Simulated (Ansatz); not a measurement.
**TiO2: strain along the normal**

TiO2 (rutile, P4_2/mnm, 10.057 Å³/atom at rest, c along z) under an equal strain ε in the (001) plane with the normal axis free, as in a coherent film. LDA in Ansatz, a plane-wave DFT program (PAW, default set), 420 eV, 7×7×11 Γ-centred mesh, Fermi-Dirac smearing 0.05 eV; ions are relaxed within the symmetry of each cell.

Here s stands for strain and y for normal strain.

| strain (%) | normal strain (%) |
|---|---|
| -3.00 | ? |
| -1.20 | 0.84 |
| -0.60 | 0.41 |
| 0.00 | 0.00 |
| 0.60 | -0.39 |
| 1.20 | -0.75 |

Question: Fit y against s with a straight line, and predict the withheld value at s = -3.00.

Answer: Means: s 0, y 0.022. About the means, the sum of products is -2.3880 and the sum of squares of s is 3.6000; the slope is their ratio. Least squares gives y = 0.022 - 0.6633·s. Residuals (row less fit): 0.022, -0.010, -0.022, -0.014, 0.024; standard error 0.025 (degrees of freedom: 3). The slope, -0.66 ± 0.01, is the elastic response of the normal axis, −2C13/C33. At the withheld row, y = 0.022 - 0.6633 × (-3.0) = 2.012%. The calculation gives 2.27%, 0.258% above the prediction (8.5 % of the range of y in the table). The row lies outside the fitted rows, so this is an extrapolation. From the scatter of the fitted rows alone, a prediction at this place has a standard error of 0.048%, so the miss is 5.4 times that.

One order more, fitted to all 11 runs of the series, follows each within 0.01, so the miss is the next term of a smooth law. The primitive cell can neither tilt nor turn polar against its symmetry, as such crystals can under strain. Rows are the converged runs of the series near zero and its far end; series whose fitted rows scatter by over a few per cent of the range, as at a crossing or softening among them, aren't shown in this form. Most that stay on the fit to the last digits aren't either.
